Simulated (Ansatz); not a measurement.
An Ansatz (an electronic-structure program) input (PBEsol (Ansatz; PAW; 420 eV plane waves; no SOC)):

Ansatz 0.2 input:
```yaml
crystal:
  lattice:
    - [3.1137851865, 0, 0]
    - [-1.5568925932, 2.6966170734, 0]
    - [0, 0, 4.9836671542]
  atoms:
    - { symbol: Al, position: [0.6666666667, 0.3333333333, 0.0035893188] }
    - { symbol: Al, position: [0.3333333333, 0.6666666667, 0.5035893188] }
    - { symbol: N, position: [0.6666666667, 0.3333333333, 0.6216106812] }
    - { symbol: N, position: [0.3333333333, 0.6666666667, 0.1216106812] }
basis: { ecutwfc: 420, ecutrho_ratio: 4, xc_grid: 2, fft_grid_basis: typed }
kpoints: { mp_grid: { grid: [12, 12, 7] } }
hamiltonian:
  xc: pbesol
  dispersion: none
  pseudopotentials: { kind: paw }
scf: { occupations: { method: fermi_dirac, width: 0.05 }, convergence: { dr2_threshold: 0.0000000004 } }
output: { forces: true, stress: true }
checkpoint: { write: state.ck, write_every: 1000 }
```

### Question
Which symmetry and how many k-points will the program report, and about how many plane waves at Γ?

### Answer
Space group P63mc (ITA 186) with 12 operations, k-points 76 of 1008, and 809 plane waves at Γ.

Stability against distortions was not tested. The cell was made from GaN by this change: Ga → Al.
